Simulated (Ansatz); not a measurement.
The starting structures come from a database of crystals and need not be the phases stable at ambient conditions.

Input:

```
ZnS
1.0
    3.80945     0.00000     0.00000
   -1.90472     3.29908     0.00000
    1.90472    -1.09969     3.20371
Zn S
1 1
Direct
  0.00000   0.00000   0.00000
  0.25000   0.75000   0.25000
```

The cell is strained (lengths along the current scaled by 1.03, ions clamped); by r2SCAN it stands under a pressure of -2.0 GPa.

Transport runs along the normal of the first two printed cell vectors, the (111) (indices of the unstrained crystal) plane of the conventional cell.

No gap correction and no spin-orbit coupling; mid-gap is the computed energy nearest the middle.

Estimate the band gap and the smallest decay constant κ at mid-gap that r2SCAN (Ansatz, a quantum-chemistry and plane-wave program) returns for this system.

Gap 2.52 eV on a 10×10×10 mesh; κ = 0.164 1/Å, at the zone centre.
